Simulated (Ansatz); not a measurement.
The parent structure is Be3N2 (space group R3m, No. 160; a = 2.835 Å, c = 14.557 Å (hexagonal axes); a cell from a computed database, its experimental status unchecked).

Levels (all Ansatz, an electronic-structure program, PAW): PBEsol (420 eV, without spin-orbit coupling); HSE06 (420 eV, no SOC).

Its gap is 2.66 eV with PBEsol and 4.03 eV with HSE06.

Modification: an isotropic linear strain of +5.32 %, atoms relaxed at fixed cell.

With PBEsol the gap becomes 2.55 eV.

Problem. If the HSE06 correction stayed the same, what would the HSE06 gap be, and what does the HSE06 run give?

Solution. A rigid correction of +1.37 eV gives 3.92 eV. The HSE06 run gives 3.84 eV, so the correction itself changes by -0.08 eV.

Single points use the geometry relaxed with PBEsol. The hybrid gap comes from the SCF mesh plus the semilocal run's edge points and a few special points and is an upper bound. No phonon test of stability was made.
